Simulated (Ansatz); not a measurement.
This Ansatz (a quantum-chemistry and plane-wave program) input is the reference run, GaP in the zinc blende structure (space group F-43m, No. 216), computed with PBEsol (Ansatz), spin-orbit coupling left out:

Ansatz 0.2 input:
```yaml
crystal:
  lattice:
    - [0, 2.7192335912, 2.7192335912]
    - [2.7192335912, 0, 2.7192335912]
    - [2.7192335912, 2.7192335912, 0]
  atoms:
    - { symbol: P, position: [0.75, 0.75, 0.75] }
    - { symbol: Ga, position: [0, 0, 0] }
basis: { ecutwfc: 420, ecutrho_ratio: 4, xc_grid: 2, fft_grid_basis: typed }
kpoints: { mp_grid: { grid: [11, 11, 11] } }
hamiltonian:
  xc: pbesol
  dispersion: none
  pseudopotentials: { kind: paw }
scf: { occupations: { method: fermi_dirac, width: 0.05 }, convergence: { dr2_threshold: 0.0000000002 } }
output: { forces: true, stress: true }
```

### Question
Write the input for this change: the cell is stretched by 0.99 % along z with no lateral relaxation; the atoms relax in the strained cell.

### Answer
Ansatz 0.2 input:
```yaml
crystal:
  lattice:
    - [0, 2.7192335912, 2.7461540038]
    - [2.7192335912, 0, 2.7461540038]
    - [2.7192335912, 2.7192335912, 0]
  atoms:
    - { symbol: P, position: [0.75, 0.75, 0.75] }
    - { symbol: Ga, position: [0, 0, 0] }
basis: { ecutwfc: 420, ecutrho_ratio: 4, xc_grid: 2, fft_grid_basis: typed }
kpoints: { mp_grid: { grid: [11, 11, 11] } }
hamiltonian:
  xc: pbesol
  dispersion: none
  pseudopotentials: { kind: paw }
scf: { occupations: { method: fermi_dirac, width: 0.05 }, convergence: { dr2_threshold: 0.0000000002 } }
relax: { f_tol: 0.005, max_steps: 50 }
output: { forces: true, stress: true }
checkpoint: { write: state.ck, write_every: 1000 }
```
This is the input that was run.

Stability against distortions was not tested.
